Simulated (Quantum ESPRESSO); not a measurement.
Input and output of a self-consistent single point for LuFe₂B₂ (I4mm, 5 atoms in the cell) (Quantum ESPRESSO).

Method: PBEsol, PSlibrary PAW (PBE) pseudopotentials (plane waves; Quantum ESPRESSO).

```
Lu(FeB)2
1.0
   -1.71407     1.71407     4.63813
    1.71407    -1.71407     4.63813
    1.71407     1.71407    -4.63813
Lu Fe B
1 2 2
Direct
  0.00539   0.00539   0.00000
  0.75000   0.25000   0.50000
  0.25000   0.75000   0.50000
  0.60630   0.60630   0.00000
  0.39370   0.39370   0.00000
```
Moments meant for the start (each program seeds them in its own way; μB, in the order of the atoms Lu Fe Fe B B): 0.0 4.0 4.0 0.0 0.0.

Reference input (self-consistent single point, DFT, PBEsol, plane waves, PSlibrary PAW (PBE) pseudopotentials): ecutwfc = 55 Ry; ecutrho = 440 Ry; occupations = smearing; smearing = fd; degauss = 0.0073499 Ry; nspin = 2; input_dft = pbesol; K_POINTS = automatic 6 6 6 0 0 0; conv_thr = 1e-10 Ry; mixing_beta = 0.4. This run's input differs from it in these lines:

```diff
@@ -16,3 +16,3 @@
     smearing = 'fd',
-    degauss = 0.0073499,
+    degauss = 0.00147,
     nspin = 2,
```

Output (repeated stretches shortened):

```
     Self-consistent Calculation

     iteration #  1     ecut=    55.00 Ry     beta= 0.40

     total energy              =    -959.41938900 Ry
     estimated scf accuracy    <       1.49704580 Ry

     total magnetization       =     4.33 Bohr mag/cell
     absolute magnetization    =     4.83 Bohr mag/cell

     iteration #  2     ecut=    55.00 Ry     beta= 0.40

     total energy              =    -959.08032415 Ry
     estimated scf accuracy    <      11.14631153 Ry

     total magnetization       =     0.66 Bohr mag/cell
     absolute magnetization    =     1.37 Bohr mag/cell

     iteration #  3     ecut=    55.00 Ry     beta= 0.40

   [... lines left out ...]

     total energy              =    -960.13007875 Ry
     estimated scf accuracy    <          1.5E-09 Ry

     total magnetization       =     2.87 Bohr mag/cell
     absolute magnetization    =     3.42 Bohr mag/cell

     iteration # 16     ecut=    55.00 Ry     beta= 0.40

     Magnetic moment per site  (integrated on atomic sphere of radius R)
     atom   1 (R=0.205)  charge=  8.3898  magn= -0.0191
     atom   2 (R=0.171)  charge=  5.8616  magn=  1.4798
     atom   3 (R=0.171)  charge=  5.8616  magn=  1.4798
     atom   4 (R=0.155)  charge=  1.6825  magn= -0.0696
     atom   5 (R=0.155)  charge=  1.6673  magn= -0.0696
     End of self-consistent calculation

     the Fermi energy is    13.5165 ev

!    total energy              =    -960.13007875 Ry
     estimated scf accuracy    <          5.1E-11 Ry
     smearing contrib. (-TS)   =      -0.00029514 Ry
     internal energy E=F+TS    =    -960.12978361 Ry

     total magnetization       =     2.87 Bohr mag/cell
     absolute magnetization    =     3.42 Bohr mag/cell

     convergence has been achieved in  16 iterations

     Forces acting on atoms (cartesian axes, Ry/au):

     atom    1 type  1   force =     0.00000000    0.00000000   -0.02306386
     atom    2 type  2   force =     0.00000000    0.00000000    0.00864804
     atom    3 type  2   force =     0.00000000    0.00000000    0.00864804
     atom    4 type  3   force =     0.00000000   -0.00000000    0.01593892
   [... lines left out ...]

     Total force =     0.032234     Total SCF correction =     0.000004

          total   stress  (Ry/bohr**3)                   (kbar)     P=      -49.40
  -0.00022210   0.00000000   0.00000000          -32.67        0.00        0.00
  -0.00000000  -0.00022210  -0.00000000           -0.00      -32.67       -0.00
  -0.00000000  -0.00000000  -0.00056327           -0.00       -0.00      -82.86

   JOB DONE.
```

The run converged in 16 iterations. Against the reference run the free energy goes up by 8.6 meV/atom, the pressure goes from -5.11 to -4.94 GPa, the largest force hardly changes (0.594 to 0.593 eV/Å) and the size of the net moment hardly changes (0.56 to 0.57 μB/atom). The full log also holds: “c_bands:  1 eigenvalues not converged”.

The starting cell comes from a database of computed structures (which also holds hypothetical and non-ambient phases and stackings), without a prior relaxation at this level. Its lattice was rescaled by up to half a per cent. One atom was moved a little off its site on purpose. Spin-orbit coupling is off. The magnetic order is the one reached from the typed start; others were not searched systematically. With a pressure of about -5 GPa the cell is away from its equilibrium volume at this level.

Cost on one core of a shared machine: roughly 3 min.
